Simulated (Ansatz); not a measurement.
A computed series for Pd: response to strain

Take Pd in the fcc (Cu type) structure (space group Fm-3m, No. 225; relaxed with 0.1 eV smearing) as the base.

```
CELL_PARAMETERS angstrom
      0.00000     1.92070     1.92070
      1.92070     0.00000     1.92070
      1.92070     1.92070     0.00000
ATOMIC_POSITIONS crystal
  Pd 0.00000 0.00000 0.00000
```

Cartesian axes are those of the cell as printed.

Strains are applied to the cell and any free atomic positions relax; under biaxial strain the out-of-plane vector relaxes too.

Level of theory: plane-wave PAW DFT at the LDA level (Ansatz, a program for electronic structure, 420 eV), no SOC.

```csv
"biaxial strain, plane normal [111], relaxed out of plane (%)",out-of-plane strain (%)
-2.5,2.42
-2.08,2.01
-1.67,?
-1.25,1.20
-0.83,0.79
-0.42,0.40
0,0.00
```

Question: Fit ε⊥ = −νε + γε² (strains in %) to the rows shown and predict the withheld row.

Answer: Least squares on the printed values gives ν = 0.95 (the biaxial Poisson response) and γ = 0.008 (largest residual 0.00 %); this predicts 1.61 %, and the run gives 1.61 %, in agreement.

Whether these cells are dynamically stable was not tested. All final runs are without spin polarisation.
